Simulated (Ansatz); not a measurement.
The parent structure is CuAu (space group P4/mmm, No. 123; a = 2.853 Å, c = 3.570 Å; relaxed with 0.1 eV smearing). Axes: x, y, z lie along a, b, c of the conventional cell.

Level of theory: Kohn–Sham DFT with the r2SCAN functional, run in Ansatz (a first-principles code) with PAW and 500 eV plane waves, no spin-orbit coupling.

Strains are applied to the cell and any free atomic positions relax; under biaxial strain the out-of-plane vector relaxes too.

One change was made to it. Results:

The pressure (mean of the normal stresses, compression positive) goes from zero to 0.2 GPa; the shortest interatomic distance rises by 0.003 Å (2.694 Å → 2.697 Å).

Problem. Name the change that was made.
A. biaxial strain +1.86 %, plane normal [001], relaxed out of plane
B. biaxial strain −0.44 %, plane normal [001], relaxed out of plane
C. biaxial strain −4.93 %, plane normal [001], relaxed out of plane
D. biaxial strain −4.08 %, plane normal [001], relaxed out of plane
E. uniaxial strain ε_zz = −1.17 %

Solution. B, biaxial strain −0.44 %, plane normal [001], relaxed out of plane. For comparison, the shortest interatomic distance in the other runs: biaxial strain −4.08 %, plane normal [001], relaxed out of plane gives 2.718 Å; uniaxial strain ε_zz = −1.17 % gives 2.680 Å; biaxial strain +1.86 %, plane normal [001], relaxed out of plane gives 2.682 Å; biaxial strain −4.93 %, plane normal [001], relaxed out of plane gives 2.712 Å.

Whether these cells are dynamically stable was not tested. The final runs are not spin-polarised.
